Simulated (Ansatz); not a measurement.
This Ansatz (a quantum-chemistry and plane-wave program) input is the reference run, CdSe in the wurtzite structure (space group P6_3mc, No. 186), computed with Kohn–Sham DFT with the PBE functional, run in Ansatz with PAW and 420 eV plane waves, without spin-orbit coupling:

Ansatz 0.2 input:
```yaml
crystal:
  lattice:
    - [4.3827943416, 0, 0]
    - [-2.1913971708, 3.7956112394, 0]
    - [0, 0, 7.154367352]
  atoms:
    - { symbol: Cd, position: [0.3333333333, 0.6666666667, 0.0001251819] }
    - { symbol: Cd, position: [0.6666666667, 0.3333333333, 0.5001251819] }
    - { symbol: Se, position: [0.3333333333, 0.6666666667, 0.3758748181] }
    - { symbol: Se, position: [0.6666666667, 0.3333333333, 0.8758748181] }
basis: { ecutwfc: 420, ecutrho_ratio: 4, xc_grid: 2, fft_grid_basis: typed }
kpoints: { mp_grid: { grid: [9, 9, 5] } }
hamiltonian:
  xc: pbe
  dispersion: none
  pseudopotentials: { kind: paw }
scf: { occupations: { method: fermi_dirac, width: 0.05 }, convergence: { dr2_threshold: 0.0000000004 } }
output: { forces: true, stress: true }
checkpoint: { write: state.ck, write_every: 1000 }
```

Write the input for this change: uniaxial strain ε_zz = +1.80 %, all other strain components held at zero; the atoms relax in the strained cell.


Ansatz 0.2 input:
```yaml
crystal:
  lattice:
    - [4.3827943416, 0, 0]
    - [-2.1913971708, 3.7956112394, 0]
    - [0, 0, 7.2831459643]
  atoms:
    - { symbol: Cd, position: [0.3333333333, 0.6666666667, 0.0001251819] }
    - { symbol: Cd, position: [0.6666666667, 0.3333333333, 0.5001251819] }
    - { symbol: Se, position: [0.3333333333, 0.6666666667, 0.3758748181] }
    - { symbol: Se, position: [0.6666666667, 0.3333333333, 0.8758748181] }
basis: { ecutwfc: 420, ecutrho_ratio: 4, xc_grid: 2, fft_grid_basis: typed }
kpoints: { mp_grid: { grid: [9, 9, 5] } }
hamiltonian:
  xc: pbe
  dispersion: none
  pseudopotentials: { kind: paw }
scf: { occupations: { method: fermi_dirac, width: 0.05 }, convergence: { dr2_threshold: 0.0000000004 } }
relax: { f_tol: 0.005, max_steps: 50 }
output: { forces: true, stress: true }
checkpoint: { write: state.ck, write_every: 1000 }
```
This is the input that was run.

Whether these cells are dynamically stable was not tested.
